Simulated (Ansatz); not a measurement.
This Ansatz (a quantum-chemistry and plane-wave program) input is the reference run, LiCl in the rock salt structure (space group Fm-3m, No. 225), computed with r2SCAN (Ansatz, PAW, scalar-relativistic without spin-orbit coupling):

Ansatz 0.2 input:
```yaml
crystal:
  lattice:
    - [0, 2.556137664, 2.556137664]
    - [2.556137664, 0, 2.556137664]
    - [2.556137664, 2.556137664, 0]
  atoms:
    - { symbol: Cl, position: [0, 0, 0] }
    - { symbol: Li, position: [0.5, 0.5, 0.5] }
basis: { ecutwfc: 500, ecutrho_ratio: 4, xc_grid: 4, fft_grid_basis: typed }
kpoints: { mp_grid: { grid: [11, 11, 11] } }
hamiltonian:
  xc: r2scan
  dispersion: none
  pseudopotentials: { kind: paw }
scf: { occupations: { method: fermi_dirac, width: 0.05 }, convergence: { dr2_threshold: 0.0000000002 } }
output: { forces: true, stress: true }
checkpoint: { write: state.ck, write_every: 1000 }
```

Task: Write the input for this change: the cell is stretched by 4.90 % along x with no lateral relaxation, atoms relaxed at fixed cell.

Result: 
Ansatz 0.2 input:
```yaml
crystal:
  lattice:
    - [0, 2.556137664, 2.556137664]
    - [2.6813884095, 0, 2.556137664]
    - [2.6813884095, 2.556137664, 0]
  atoms:
    - { symbol: Cl, position: [0, 0, 0] }
    - { symbol: Li, position: [0.5, 0.5, 0.5] }
basis: { ecutwfc: 500, ecutrho_ratio: 4, xc_grid: 4, fft_grid_basis: typed }
kpoints: { mp_grid: { grid: [11, 11, 11] } }
hamiltonian:
  xc: r2scan
  dispersion: none
  pseudopotentials: { kind: paw }
scf: { occupations: { method: fermi_dirac, width: 0.05 }, convergence: { dr2_threshold: 0.0000000002 } }
relax: { f_tol: 0.005, max_steps: 50 }
output: { forces: true, stress: true }
checkpoint: { write: state.ck, write_every: 1000 }
```
This is the input that was run.

The cells carry an imposed strain or load. Stability against distortions was not tested.
